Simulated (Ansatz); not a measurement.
The parent structure is PtTe2 (space group P-3m1, No. 164; a = 4.009 Å, c = 4.960 Å; layered; relaxed with 0.1 eV smearing). Axes: x lies along a and z along c of the hexagonal cell.

Method: Ansatz (an electronic-structure program), PBEsol-D3(BJ), PAW, cutoff 420 eV, no spin-orbit coupling.

Strains are applied to the cell and any free atomic positions relax.

One change was made to it. Results:

```csv
quantity,base,after
largest internal atomic displacement,–,0.012 Å
shortest interatomic distance,2.675 Å,2.668 Å
energy relative to the base (free energy F),0 meV/atom,+3.0 meV/atom
"pressure (mean of the normal stresses, compression positive)",0.0 GPa,1.6 GPa
```

Which of these changes matches the shifts?
(A) uniaxial strain ε_zz = +2.50 %
(B) uniaxial strain ε_zz = −3.00 %
(C) uniaxial strain ε_zz = −2.00 %

C, uniaxial strain ε_zz = −2.00 %. For comparison, the pressure in the other runs: uniaxial strain ε_zz = +2.50 % gives -1.6 GPa; uniaxial strain ε_zz = −3.00 % gives 2.5 GPa.

Whether these cells are dynamically stable was not tested. The final runs are not spin-polarised.
